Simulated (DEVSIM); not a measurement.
Structure: Si p-i-n diode, at 300 K.

Layer 1 from the left is Si, thickness (μm) 1.40, Na (cm⁻³) 9.3e17, τn (s) 2.2e-6, τp (s) 2.2e-6. Layer 2 from the left is Si, thickness (μm) 17.0, Nd (cm⁻³) 1.2e13, τn (s) 2.2e-6, τp (s) 2.2e-6. Layer 3 from the left is Si, thickness (μm) 0.940, Nd (cm⁻³) 5e18, τn (s) 2.2e-6, τp (s) 2.2e-6.

Left contact: ohmic. Right contact: ohmic. Voltage is applied to the left contact. Recombination: SRH at mid-gap, Auger. Mobility is μmin + (μ − μmin)/(1 + (N/Nref)^α).

The device is made up for the run: typed textbook-type constants, with dimensions and the other settings drawn at random. Values at 300 K.

Si: gap (eV) 1.124, affinity (eV) 4.05, permittivity 11.7, Nc (cm⁻³) 2.86e19, Nv (cm⁻³) 3.1e19, μn (cm²/Vs) 1417, μp (cm²/Vs) 470, μn,min 52, μp,min 45, Nref,n 9.7e16, Nref,p 2.2e17, αn 0.68, αp 0.72, Cn (cm⁶/s) 2.8e-31, Cp (cm⁶/s) 9.9e-32.

DEVSIM, 1D drift-diffusion, Boltzmann statistics, complete ionisation; no tunnelling, impact ionisation, image-force lowering or self-heating.

Question: What does the simulation give for the potential step across the device at zero bias, the dark forward voltage at 100 A/cm²?

Answer: potential step across the device at zero bias 0.988 V; dark forward voltage at 100 A/cm² 0.834 V.
